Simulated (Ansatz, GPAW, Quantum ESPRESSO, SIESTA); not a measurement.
# MgCu4Sn (F-43m, 6 atoms in the cell) computed with different codes at matched settings

Self-consistent single point.

```
CELL_PARAMETERS angstrom
      0.00000     3.45038     3.45038
      3.45038     0.00000     3.45038
      3.45038     3.45038     0.00000
ATOMIC_POSITIONS crystal
  Mg 0.75000 0.75000 0.75000
  Cu 0.87350 0.37550 0.37550
  Cu 0.37550 0.37550 0.87350
  Cu 0.37550 0.87350 0.37550
  Cu 0.37550 0.37550 0.37550
  Sn 0.00000 0.00000 0.00000
```

Shared settings, as Ansatz (a quantum-chemistry and plane-wave program) writes them: kpoints.mp_grid.grid = 9 9 9; scf.occupations.method = fermi_dirac; scf.occupations.width = 0.1 eV. Potentials and cutoffs stand in the table.

```json
[
 {"code": "Quantum ESPRESSO", "model": "LDA (PZ), GBRV 1.5 ultrasoft (LDA) pseudopotentials", "pressure (GPa)": "-2.48", "largest force (eV/Å)": "0.021", "cutoff": "50 Ry"},
 {"code": "GPAW", "model": "LDA (Perdew-Wang 92), GPAW PAW datasets LDA (gpaw-data 1.0.1)", "pressure (GPa)": "-1.00", "largest force (eV/Å)": "0.022", "cutoff": "850 eV"},
 {"code": "SIESTA", "model": "LDA PW92, numerical atomic orbitals TZP, PseudoDojo LDA standard norm-conserving potentials (rewritten from UPF to PSML)", "pressure (GPa)": "-2.02", "largest force (eV/Å)": "0.036", "cutoff": "grid 350 Ry"},
 {"code": "Ansatz", "model": "LDA (PW92), PAW files made with PBE", "pressure (GPa)": "-1.30", "largest force (eV/Å)": "0.020", "cutoff": "default"}
]
```

On Ansatz's run: spin polarisation is off.

The spread over the programs that give each value: pressure within 1.48 GPa; largest force within 0.016 eV/Å.

SIESTA uses small atom-centred bases, whose incompleteness enters pressures, forces and empty levels differently from a plane-wave cutoff. Ansatz's pressure is given at a fixed set of plane waves, as the other plane-wave codes print theirs; with its correction for the finite basis it is -1.23 GPa. The same LDA comes in different parametrisations, which differ slightly. In the pressure, Quantum ESPRESSO (by 1.18) lies more than 1 GPa from the median of the plane-wave programs.

The starting cell comes from a database of computed structures (which also holds hypothetical and non-ambient phases and stackings), without a prior relaxation at this level. Its lattice was rescaled by a random factor within 2.5 % of one.

Left out of this page: ABINIT (with a known weakness of the program); FLEUR (not drawn, or without a comparable value).

Keys are those of Ansatz 0.2.
